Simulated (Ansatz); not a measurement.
**PBE against r2SCAN: MnSi, isotropic strain −0.35 %**

Consider MnSi (space group P2_13, No. 198; a = 4.518 Å; ferromagnetic).

(Cell as relaxed with PBE.)

Levels (all Ansatz, a program for electronic structure, PAW, earlier PAW set): PBE (420 eV, scalar-relativistic without spin-orbit coupling); r2SCAN (500 eV, no SOC).

Each level relaxes its own structure.

| base | PBE | r2SCAN |
|---|---|---|
| volume per atom | 11.53 Å³ | 11.85 Å³ |
| lattice parameter a | 4.518 Å | 4.560 Å |
| band gap | zero | zero |
| largest site moment | 0.98 μB | 2.19 μB |

It is then changed as follows: the cell is scaled by 0.9965 in all directions, atoms relaxed at fixed cell.

```json
[
 {"quantity": "largest site moment", "PBE": "0.97 μB", "r2SCAN": "2.17 μB"},
 {"quantity": "magnetic state", "PBE": "ferromagnetic", "r2SCAN": "ferromagnetic"},
 {"quantity": "pressure", "PBE": "2.2 GPa", "r2SCAN": "2.0 GPa"}
]
```

PBE's largest site moment lies 1.20 μB below r2SCAN's; PBE's pressure lies 0.2 GPa above r2SCAN's; the two agree on the magnetic state. Neither level is exact; r2SCAN is the comparison here, not a measurement.

The magnetic state is the one reached from the starting moments; the real material's order can differ, and small cells can't hold many antiferromagnetic ones. Whether these cells are dynamically stable was not tested.
